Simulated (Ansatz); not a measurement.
# A computed series for ZnGeP2: response to strain and stress

Base system: ZnGeP2 in the chalcopyrite structure (space group I-42d, No. 122; a = 5.424 Å, c = 10.709 Å). Axes: x, y, z lie along a, b, c of the conventional cell.

Strains are applied to the cell and any free atomic positions relax; under biaxial strain the out-of-plane vector relaxes too; under stress the whole cell relaxes.

The values are results of Kohn–Sham DFT with the PBEsol functional, run in Ansatz (an electronic-structure program) with PAW and 420 eV plane waves, no spin-orbit coupling, not measurements.

For the base:

- Band gap = 1.07 eV

Question: The aim is a band gap between 0.67 eV and 0.74 eV. Which of these changes reaches it?
(A) uniaxial stress, 5 GPa compression along z
(B) uniaxial stress, 3 GPa tension along x
(C) biaxial strain +4.00 %, plane normal [001], relaxed out of plane

Answer: C, biaxial strain +4.00 %, plane normal [001], relaxed out of plane. It gives 0.70 eV; uniaxial stress, 3 GPa tension along x gives 0.94 eV; uniaxial stress, 5 GPa compression along z gives 0.49 eV. Changes not listed may reach it too

Beyond what the load breaks, stability against distortions was not tested.
